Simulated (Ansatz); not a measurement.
```
Ga5Nb8P6
1.0
    8.70638    -0.00034     0.20332
    1.73980     5.22422     0.10397
    0.73386    -0.72247    24.62054
Ga P Nb
15 18 24
Cartesian
  7.07932   3.53594   5.19529
  3.62018   1.82340   5.09060
  8.83325   0.06734   5.25946
  9.76623   2.70385   2.64650
  6.28932   0.90155   2.35026
  4.54329   4.52633   2.35233
  6.96211   3.48191  10.74121
  3.48754   1.72216  10.60542
  8.69905   0.02507  10.71292
  9.64390   2.65269   8.02974
  6.15431   0.89905   7.91246
  4.41283   4.38834   7.91178
  9.55111   2.63563  13.46498
  6.02640   0.83686  13.52959
  4.25136   4.26758  13.35132
  7.96638   1.76149   3.84638
  4.51212   0.08445   3.72194
  2.79674   3.63015   3.74583
  5.44150   2.73058   0.98741
  2.25454   1.32121   0.92306
  8.62890   4.12427   1.11785
  7.86267   1.76980   9.33992
  4.38419   0.00138   9.23780
  2.64447   3.50769   9.25570
  5.31486   2.66013   6.53939
  1.84829   0.94167   6.44342
  8.78992   4.38763   6.64497
  7.89964   1.70712  14.86767
  4.08994  -0.06403  14.74928
  2.51802   3.43188  14.81044
  5.19239   2.54118  12.04989
  1.70855   0.85862  11.93550
  8.66882   4.39018  12.15699
  3.18817   1.39055  16.59923
  4.16238   3.93187  16.62744
  8.73564   0.20567  16.71450
  9.49253   2.89485  16.73960
  7.33402   4.70547  16.81024
  6.31323   2.11637  16.76495
  2.41829   3.38187  19.00936
  1.54461   0.76659  18.91973
  7.92780   2.48928  19.11352
  7.06171  -0.12921  19.08895
  4.72929   1.66928  19.05483
  5.62271   4.27270  19.08425
  8.59537   0.31909  21.45968
  9.48378   2.93270  21.52707
  5.41803  -0.56322  21.41774
  6.27992   2.04481  21.42619
  3.97563   3.76707  21.41283
  3.06651   1.16475  21.33682
  7.86666   2.51871  23.84869
  6.97267  -0.03435  23.90706
  4.58550   1.51930  23.76066
  5.46493   4.07850  23.90263
  1.36992   0.72287  23.61579
  2.37307   3.30318  23.69268
```

The first 33 atoms are the substrate (GaP-zb), the rest the film (Nb).

Computed with PBE (plane waves to 420 eV, PAW; Ansatz, a first-principles code). Spin–orbit coupling is left out; the runs are not spin-polarised; PBE gaps are too small against experiment. Its k-point mesh 3×5×1, Fermi–Dirac width 0.05 eV.

Task: Describe the bonding at the interfaces and give the barriers.

Result: A periodic stack without vacuum, bcc Nb (1 1 0) on zinc-blende GaP (0 0 1) (film strained to the substrate, started from cuts of the bulks and a machine-learned relaxation; slabs Ga15P18 and Nb24, which can lie off the formulas): substrate slab Ga15P18, film Nb24, surface cells [[-1, 1], [-2, -1]] and [[-5, -2], [-2, -2]], film strained by -4.0 and +1.9 %, outermost planes P/P and Nb/Nb as cut, which need not be the usual terminations and can put a slab off its formula.
* **interface area**: 45.5 Å²
* **period**: 24.60 Å
* **heights between the nearest atoms of the two slabs at the two interfaces**: 1.77 and 1.69 Å
* **Nb–P contacts across the interfaces within 1.22 times the sum of covalent radii**: 20, mean 2.60 Å
* **Ga–Nb contacts across the interfaces within 1.22 times the sum of covalent radii**: 5, mean 3.24 Å
* **hole barrier (PBE)**: 0.85 eV
* **electron barrier (PBE)**: 0.72 eV
